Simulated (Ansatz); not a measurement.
# InAs: response to strain

Start from InAs in the zinc blende structure (space group F-43m, No. 216; a = 6.109 Å). Axes: x, y, z lie along the cube axes.

Strains are applied to the cell and any free atomic positions relax; under stress the whole cell relaxes.

Levels (all Ansatz, a first-principles code, PAW): r2SCAN (500 eV, scalar-relativistic without spin-orbit coupling); HSE06 (420 eV, no spin-orbit coupling).

Band gaps by level, all at the geometries relaxed with r2SCAN:

| case | r2SCAN | HSE06 |
|---|---|---|
| base | 0.08 eV | 0.36 eV |
| isotropic strain −1.49 % | 0.33 eV | 0.63 eV |
| uniaxial stress, 0.5 GPa tension along z | zero | 0.32 eV |

Single points use the geometry relaxed with r2SCAN. HSE06 gaps are upper bounds (no full band path). Beyond what the load breaks, stability against distortions was not tested. All final runs are without spin polarisation. Gaps under 0.05 eV, about the width of the smearing, are given as zero. A zero or small gap of InAs can be the functional's error rather than a property of the material.
